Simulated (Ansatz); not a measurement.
Tunnelling through a barrier is set by its complex band structure: the current falls as exp(−2κd) with the smallest κ.

Consider the following.

```
BiVO4
1.0
    5.12211     0.00000     0.00000
    0.00000     5.12211     0.00000
    2.56106    -2.56106     5.79606
V Bi O
2 2 8
Cartesian
  2.56106   2.56106   0.00000
  5.12211   2.56106   2.89803
  0.00000   0.00000   0.00000
  2.56106   0.00000   2.89803
  6.40274   0.72237   4.87878
  4.39974   3.84168   1.98075
  3.84148  -0.72237   4.87878
  5.84448   1.28043   1.98075
  3.84148   1.83868   3.81532
  3.28343   1.28043   0.91729
  6.40274   3.28343   3.81532
  1.83868   3.84168   0.91729
```

The cell is taken as given; by r2SCAN it stands under a pressure of -0.9 GPa.

Transport runs along the normal of the first two printed cell vectors, the (001) plane of the conventional cell.

The gap is the functional's own. No spin-orbit coupling. Mid-gap values are those at the computed energy nearest the middle.

Give the band gap and the smallest decay constant κ at mid-gap that Ansatz (a program for electronic structure) with r2SCAN yields.

Gap 2.33 eV on a 6×6×6 mesh; κ = 0.389 1/Å, at the zone centre.
